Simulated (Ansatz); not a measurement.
Consider Cu vacancy in fcc Cu, neutral cell. These are PBE, PAW (plane waves to 420 eV; Ansatz, a quantum-chemistry and plane-wave program) values and carry that method's errors.

Cell of 32 host sites held at the relaxed PBE lattice; a 3×3×3 k-point mesh shifted by half a step; Fermi-Dirac width 0.10 eV, spin-restricted; finite-size errors left in. No zero-point or tunnelling terms. Forms of the defect that were not tried may lie lower.

Barriers: single points on a 5×5×5 k-point mesh shifted by half a step at the bands' geometries.

The only route run: a nearby Cu atom hops onto the vacant site; the atom moves 2.51 Å along (0.00, 0.49, -0.49) of the unit cell; the moving atom starts with neighbours 4 Cu at 2.54, 2 Cu at 2.57, 4 Cu at 2.58, Cu at 2.59 Å and ends with 4 Cu at 2.54, 2 Cu at 2.57, 4 Cu at 2.58, Cu at 2.59 Å. Its barrier is 0.75 eV. The saddle point's order was not checked, and it lies on a symmetry element of the cell, where a band can be held. The defect has 12 equivalent sites to jump to, 2.57 Å away. Attempt frequency: take 10 THz as a typical guess.

Task: Estimate the defect's diffusion coefficient at 300 K, how far it wanders in 1 s, and how much an error of 0.1 eV in the barrier would matter.

Result: kT = 0.0259 eV, so each jump happens at Γ = ν exp(−E/kT) = 1.0e13 × exp(−29.01) ≈ 2.5e+00 s⁻¹. For uncorrelated jumps in a cubic host D = z λ² Γ / 6 = 12 × (2.57e-8 cm)² × 2.5e+00 / 6 ≈ 3.3e-15 cm²/s. The root-mean-square distance is √(6Dt) ≈ 1 nm. An error of 0.1 eV changes D by a factor exp(0.1/kT) ≈ 48, and the distance by its square root. This is the isolated defect's own diffusivity; trapping, its concentration and zero-point motion are left out.
